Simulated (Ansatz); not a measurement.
Take Si₃N₄ (space group Fd-3m, No. 227; a = 7.744 Å) as the base.

Calculations: PBEsol in Ansatz (plane waves to 420 eV, PAW, without spin-orbit coupling).

Base values:

| Quantity | Result |
|---|---|
| Lattice parameter a | 7.744 Å |
| Smallest direct gap | 3.32 eV |
| Band gap | 3.29 eV |
| Electron mass | 0.33, 0.33, 0.59 mₑ (at Γ) |

Modification: a negative pressure, −1 GPa.

Q: How does this affect the lattice parameter a, smallest direct gap, band gap and electron mass?

A: The lattice parameter a rises by 0.008 Å (7.744 Å → 7.752 Å); the smallest direct gap falls by 0.01 eV, from 3.32 eV to 3.31 eV; the band gap decreases by 0.01 eV (3.29 eV → 3.28 eV); the electron mass (degenerate bands, along [100]) is still 0.33, 0.33, 0.59 mₑ (at Γ).

Load acts through the strain it causes; cell and atoms are relaxed under it. Effective masses come from finite differences of ±0.01 Å⁻¹. Whether these cells are dynamically stable was not tested.

Ansatz is a program for electronic structure.
